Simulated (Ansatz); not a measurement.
Results of LDA in Ansatz (plane waves, PAW) for NbPd (R-3m, No. 166, 2 atoms in the cell; start mp-1220332).

Run with plane-wave cutoff 520 eV, 22×22×22 k mesh, Fermi–Dirac smearing 0.05 eV, no spin polarisation, scalar-relativistic PAW data made under PBE.

Cell (relaxed at this level):

Space group R-3m, hexagonal axes (No. 166); a = 2.791 Å, b = 2.791 Å, c = 13.829 Å, α = 90.00°, β = 90.00°, γ = 120.00°

```
atom  site  symmetry       x       y       z
----  ----  --------  ------  ------  ------
Nb      3a       -3m  0.0000  0.0000  0.0000
Pd      3b       -3m  0.0000  0.0000  0.5000
```
(The calculation used a cell of 2 atoms; values per cell refer to that cell.)

Q: Estimate the bulk modulus B0 that the calculation returns.

A: 
- bulk modulus B0 = 213 GPa

Note: the run has no spin polarisation, so it can have missed a magnetic state; the bulk modulus is −V dP/dV from two relaxed cells at ±2 % in volume; the relaxation could not lower the start's symmetry, so the cell can be a saddle point above a distorted one.

It cost about 5 core-minutes (a rough figure) of CPU time.

A start named mp-… is a Materials Project structure, which need not be a measured phase.

Ansatz is an electronic-structure program.
